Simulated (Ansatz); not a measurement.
RhGe₂ (model structure, started from the C49 type, Cmcm, No. 63, 6 atoms in the cell): formation enthalpy by level of theory

No measured value is used here.

```csv
level (code),value (eV/atom)
PBE (Ansatz),[?]
PBEsol (Ansatz),-0.146
PBE-D3(BJ) (Ansatz),-0.155
```

Q: Some entries are withheld; supply them.

A: 
- PBE (Ansatz, an electronic-structure program), value (eV/atom): -0.093

Each level is taken at its own relaxed cell. Ansatz's density-functional and Hartree–Fock values are scalar-relativistic unless marked +SOC, with PAW data made under PBE.

A model structure was made by putting elements into a prototype or built by hand; it is no filed structure, need not be a known phase, and can be a saddle point held by its symmetry.
